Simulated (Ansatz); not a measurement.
```
Cu2Se
1.0
    0.00000     2.85931     2.85931
    2.85931     0.00000     2.85931
    2.85931     2.85931     0.00000
Cu Se
2 1
Direct
  0.75000   0.75000   0.75000
  0.25000   0.25000   0.25000
  0.00000   0.00000   0.00000
```

These are PBEsol, rigid bands (plane waves, PAW, scalar-relativistic; Ansatz, a quantum-chemistry and plane-wave program) values and carry that method's errors. Geometry: cell and atoms relaxed with PBEsol.

Problem. Is this a good metal at this level?

Solution. No. No gap is resolved, and few carriers conduct, as in a semimetal or a zero-gap semiconductor. N(E_F) = 0.065 states/eV a cell at 300 K and the Drude plasma energy along the best axis is 0.44 eV, several times under that of a simple or noble metal.

Spin-orbit coupling is left out; it can open or close a small gap.

Computed structure with no diffraction record at hand here (it may be known, metastable or hypothetical): Cu2Se (Fm-3m).
